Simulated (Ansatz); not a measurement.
**What 3 layers does to hypothetical rock salt PdGe**

The reference is PdGe in the rock salt structure (space group Fm-3m, No. 225; a = 5.215 Å; a hypothetical phase, not in the database extracts checked). Axes: x, y, z lie along the cube axes.

The change: a free-standing slab of 3 layers (6 atoms, 2 a layer) is cut normal to the z axis, with 15 Å of vacuum and the in-plane cell held at bulk.

Computed with Ansatz (a quantum-chemistry and plane-wave program) PBE, scalar-relativistic without spin-orbit coupling. Γ-centred 13×13×1 mesh, Fermi–Dirac width 0.05 eV, for the changed cell.

- Layer's space group (with vacuum) = P4/mmm (No. 123)
- Shortest interatomic distance = 2.551 Å (base 2.607 Å)
- Band gap = zero (base zero)
- Excess energy per area of both faces (slab less bulk energy over the cell's area: twice a surface energy) = 0.8 J/m² (uncertain by up to 0.07 J/m²)
- Thickness between the outermost nuclei = 5.24 Å
- Change of the spacing d12 from its bulk value of 2.607 Å = -0.9 %

Slab and bulk use different k-meshes, which limits the precision of the excess energy. Stability against distortions was not tested. All final runs are without spin polarisation.
